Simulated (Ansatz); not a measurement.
## Effect of Al → Mg on ScAl2

Consider ScAl$_{2}$ in the cubic Laves (MgCu2 type) structure (space group Fd-3m, No. 227; a = 7.527 Å; a cell from a computed database, its experimental status unchecked).

It is then changed as follows: full substitution Al → Mg, then cell and atoms are relaxed.

The values are results of PBEsol, PAW, 420 eV (Ansatz, a program for electronic structure; scalar-relativistic without spin-orbit coupling), not measurements. k-mesh 10×10×10 (Γ-centred); smearing 0.05 eV (Fermi–Dirac), for the changed cell.

```csv
quantity,base,changed,shift
volume per atom,17.77 Å³,22.86 Å³,+5.09 Å³
density,3.08 g/cm³,2.27 g/cm³,-0.816 g/cm³
lattice parameter a,7.527 Å,8.187 Å,+0.660 Å
space group,Fd-3m (No. 227),Fd-3m (No. 227),–
shortest interatomic distance,2.661 Å,2.895 Å,+0.2332 Å
band gap,zero,zero,–
```

Cost of the whole job for the changed cell (relaxation, final SCF and bands): around 70 core-seconds (rough).

Stability against distortions was not tested. As relaxed here, Mg2Sc is a hypothetical phase, not in the database extracts checked. The final runs are not spin-polarised. Mg2Sc and ScAl2 have a high density of states at the Fermi level and may be magnetic at this level.
